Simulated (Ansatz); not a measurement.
Given:

End structure of the (110) surface of zinc-blende GaSb in its 1x1 cell (cut with top plane Ga + Sb, bottom plane Ga + Sb), outermost plane spacing 2.20 Å in the ideal cut:

```yaml
crystal:
  lattice:
    - [4.39298, 0.00000, 0.00000]
    - [0.00000, 6.21261, 0.00000]
    - [0.00000, 0.00000, 27.00000]
  atoms:
    - { symbol: Ga, position: [0.50000, 0.55645, 0.31584] }
    - { symbol: Sb, position: [0.00000, 0.76449, 0.28645] }
    - { symbol: Ga, position: [0.00000, 0.97851, 0.37389] }
    - { symbol: Sb, position: [0.50000, 0.22984, 0.37972] }
    - { symbol: Ga, position: [0.50000, 0.48487, 0.46113] }
    - { symbol: Sb, position: [0.00000, 0.73582, 0.45742] }
    - { symbol: Ga, position: [0.00000, 0.98488, 0.53887] }
    - { symbol: Sb, position: [0.50000, 0.23582, 0.54258] }
    - { symbol: Ga, position: [0.50000, 0.47852, 0.62611] }
    - { symbol: Sb, position: [0.00000, 0.72985, 0.62028] }
    - { symbol: Ga, position: [0.00000, 0.05647, 0.68416] }
    - { symbol: Sb, position: [0.50000, 0.26450, 0.71355] }
```

Model: 12-atom slab, Ga6Sb6, 11.0 Å thick at the start, 6x4x1 mesh, Fermi-Dirac 0.025 eV, dipole correction, single point; on the structure that PBE left under its start's symmetry; no spin, no spin-orbit, no U.

Q: Predict the gap of the slab on its k-mesh from r2SCAN, at the PBE geometry (Ansatz, a program for electronic structure).

A: 0.69 eV

Q: What is the computed highest filled level below the top vacuum level (r2SCAN, at the PBE geometry)?

A: 4.71 eV

Q: What surface energy (mean of both faces) does r2SCAN, at the PBE geometry give?

A: 0.55 J/m^2
